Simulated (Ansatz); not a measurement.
## BaTiO3: pressure series

The parent structure is BaTiO3 in the cubic perovskite structure (space group Pm-3m, No. 221; a = 3.9346 Å).

Cell and atoms are relaxed at each pressure.

All numbers come from LDA (Ansatz, a quantum-chemistry and plane-wave program; PAW; 420 eV plane waves; scalar-relativistic without spin-orbit coupling).

Notes on the quantities. enthalpy: H = E + PV relative to the base's energy.

```json
[
 {"change": "base", "shortest interatomic distance": "1.967 Å", "enthalpy": "–", "band gap": "1.83 eV"},
 {"change": "pressure −2 GPa", "shortest interatomic distance": "1.974 Å", "enthalpy": "-0.15 eV/atom", "band gap": "1.81 eV"},
 {"change": "pressure −1 GPa", "shortest interatomic distance": "1.971 Å", "enthalpy": "-0.08 eV/atom", "band gap": "1.82 eV"},
 {"change": "pressure 0.3 GPa", "shortest interatomic distance": "1.966 Å", "enthalpy": "+0.02 eV/atom", "band gap": "1.83 eV"},
 {"change": "pressure 0.7 GPa", "shortest interatomic distance": "1.965 Å", "enthalpy": "+0.05 eV/atom", "band gap": "1.84 eV"},
 {"change": "pressure 1.5 GPa", "shortest interatomic distance": "1.962 Å", "enthalpy": "+0.11 eV/atom", "band gap": "1.84 eV"},
 {"change": "pressure 5 GPa", "shortest interatomic distance": "1.951 Å", "enthalpy": "+0.38 eV/atom", "band gap": "1.87 eV"},
 {"change": "pressure 7.5 GPa", "shortest interatomic distance": "1.944 Å", "enthalpy": "+0.56 eV/atom", "band gap": "1.89 eV"},
 {"change": "pressure 10 GPa", "shortest interatomic distance": "1.937 Å", "enthalpy": "+0.74 eV/atom", "band gap": "1.89 eV"}
]
```

Load acts through the strain it causes; cell and atoms are relaxed under it. Whether these cells are dynamically stable was not tested. Competing high-pressure phases were not computed. The final runs are not spin-polarised. Many cubic perovskites are stable only at high temperature; tilts and polar distortions were not tested. This is not the structure that BaTiO3 has at room temperature and ambient pressure.
